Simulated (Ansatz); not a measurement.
## Converging the k-point mesh: Bi₂PdPt (P3m1, 4 atoms in the cell)

```xyz
4
Lattice="4.3073 0.0000 0.0000 -2.1537 3.7303 0.0000 0.0000 0.0000 5.5978" Properties=species:S:1:pos:R:3 pbc="T T T"
Bi     0.0000     2.4868     1.4208
Bi     2.1537     1.2434     4.2270
Pd     0.0000     0.0000     2.7989
Pt     0.0000     0.0000     0.0000
```

Computed with LDA (PW92), default PAW files made with PBE (plane waves; Ansatz, an electronic-structure program).

Base settings: basis.ecutwfc = 420 eV; kpoints.mp_grid.grid = 9 9 6; hamiltonian.xc = lda; hamiltonian.pseudopotentials = {kind: paw} (the program's default PAW files); scf.occupations.method = fermi_dirac; scf.occupations.width = 0.1 eV.

Only quantities that move along the ladder and can be compared are tabulated.

The count of work is k-points × plane waves × bands × iterations; it is no time. Core times come from one kind of shared machine, to one figure; runs under 30 s give none.

The starting cell comes from a database of computed structures (which also holds hypothetical and non-ambient phases and stackings), without a prior relaxation at this level. Its lattice was rescaled by up to half a per cent. One atom was moved a little off its site on purpose. Spin polarisation is off. In the base run, with a pressure of about -3 GPa the cell is away from its equilibrium volume at this level. Ansatz's pressure includes its estimate of the finite-basis (Pulay) stress.

Steps (kpoints.mp_grid.grid): 2 2 1; 2 2 2; 3 3 2; 4 4 3; 5 5 3; 6 6 4; 8 8 5; 9 9 6; 11 11 8; 14 14 10; 17 17 12; 19 19 13.

Q: What is the coarsest kpoints.mp_grid.grid that holds the pressure within 0.05 GPa of the last step, with all finer ones?

A: 6 6 4, at 0.052 of the last step's count of work; the step before is off by 0.09 GPa.

Q: What is the coarsest kpoints.mp_grid.grid that holds the free energy within 5 meV/atom of the last step, with all finer ones?

A: 6 6 4, at 0.052 of the last step's count of work; the step before is off by 6.3 meV/atom.

Q: What is the coarsest kpoints.mp_grid.grid that holds the forces within 0.01 eV/Å of the last step, with all finer ones?

A: 8 8 5, at 0.087 of the last step's count of work; the step before is off by 0.036 eV/Å.

```csv
kpoints.mp_grid.grid,free energy less the last step's (meV/atom),pressure (GPa),largest difference of a force vector from the last step's (eV/Å),count of work / last,core time / last (rough)
2 2 1,-105.58,-5.03,0.109,0.0058,–
2 2 2,-68.28,-5.05,0.893,0.012,–
3 3 2,8.79,-4.08,0.015,0.013,–
4 4 3,1.90,-3.53,0.049,0.023,–
5 5 3,6.33,-3.58,0.012,0.030,–
6 6 4,-2.84,-3.45,0.036,0.052,–
8 8 5,-0.31,-3.49,0.005,0.087,–
9 9 6,1.08,-3.48,0.001,0.13,–
11 11 8,0.07,-3.49,0.009,0.24,0.2
14 14 10,0.02,-3.50,0.002,0.45,0.5
17 17 12,0.04,-3.49,0.000,0.76,0.9
19 19 13,0.00,-3.49,0.000,1.0,1
```

Two neighbours can agree and both be off: 2 2 1 and 2 2 2 differ by 0.02 GPa in the pressure, yet lie about 1.6 GPa from the last step.

Keys are those of Ansatz 0.2.
